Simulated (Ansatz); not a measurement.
The reference is MoSi$_{2}$ (space group I4/mmm, No. 139; a = 3.202 Å, c = 7.819 Å). Axes: x, y, z lie along a, b, c of the conventional cell.

Calculations: r2SCAN (Ansatz, an electronic-structure program), no SOC, earlier PAW set.

Before the change:

| Property | Result |
|---|---|
| Shortest interatomic distance | 257.6 pm |
| Pressure | 0.0 GPa |
| Band gap | zero |

The change: compressive biaxial strain of 2.44 % in the plane normal to [001], as in epitaxy on a mismatched substrate; the out-of-plane cell vector and the atoms relax.

**Question.** What happens to the energy relative to the base?

**Answer.** The energy goes up by 26 meV/atom.

**Question.** Estimate the effect on the shortest interatomic distance.

**Answer.** The shortest interatomic distance decreases by 1.05 pm to 256.5 pm.

**Question.** Estimate the effect on the pressure.

**Answer.** The pressure (mean of the normal stresses, compression positive) goes from zero to 8.9 GPa.

**Question.** What happens to the band gap?

**Answer.** The band gap is still zero.

The mesh was chosen for an insulator and is coarse for the gapless case. Without a gap, meshes like the base's 14×14×14 leave anisotropic stresses uncertain by several tenths of a GPa, and small strain energies with them. No phonon test of stability was made. The final runs are not spin-polarised.
